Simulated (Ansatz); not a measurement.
Base system: BaTiO3 in the cubic perovskite structure (space group Pm-3m, No. 221).

Space group Pm-3m (No. 221); a = 4.0192 Å, b = 4.0192 Å, c = 4.0192 Å, α = 90.00°, β = 90.00°, γ = 90.00°

```tsv
atom	site	symmetry	x	y	z
Ba	1a	m-3m	0.0000	0.0000	0.0000
Ti	1b	m-3m	0.5000	0.5000	0.5000
O	3c	4/mm.m	0.0000	0.5000	0.5000
```

Levels (all Ansatz, an electronic-structure program, PAW): PBE (420 eV, without spin-orbit coupling); r2SCAN (500 eV, without spin-orbit coupling).

Its gap is 1.78 eV with PBE and 2.13 eV with r2SCAN.

It is then changed as follows: an isotropic linear strain of −3.81 %; the atoms relax in the strained cell.

With PBE the gap becomes 2.00 eV.

### Question
If the r2SCAN correction stayed the same, what would the r2SCAN gap be, and what does the r2SCAN run give?

### Answer
A rigid correction of +0.35 eV gives 2.35 eV. The r2SCAN run gives 2.39 eV, so the correction itself changes by +0.04 eV.

Single points use the geometry relaxed with PBE. Whether these cells are dynamically stable was not tested. The final runs are not spin-polarised. Many cubic perovskites are stable only at high temperature; tilts and polar distortions were not tested. This is not the structure that BaTiO3 has at room temperature and ambient pressure.
